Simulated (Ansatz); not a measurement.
## A computed series for MgO: response to strain

Take MgO in the rock salt structure (space group Fm-3m, No. 225; a = 4.204 Å) as the base.

Strains are applied to the cell and any free atomic positions relax.

All numbers come from Kohn–Sham DFT with the r2SCAN functional, run in Ansatz (a quantum-chemistry and plane-wave program) with PAW and 500 eV plane waves, without spin-orbit coupling.

```csv
isotropic strain (%),pressure (GPa)
-3,18.4
-2.5,?
-2,11.4
-1.5,8.3
-1,5.3
-0.5,2.6
0,0.0
```

Question: Fit P = P₀ − Bδ + Cδ² with δ = (1 + ε)³ − 1 to the rows shown and predict the withheld row.

Answer: Least squares on the printed values gives P₀ = 0.0 GPa, B = 161 GPa, C = 562 GPa (largest residual 0.0 GPa); this predicts 14.8 GPa, and the run gives 14.8 GPa, in agreement.

Whether these cells are dynamically stable was not tested.
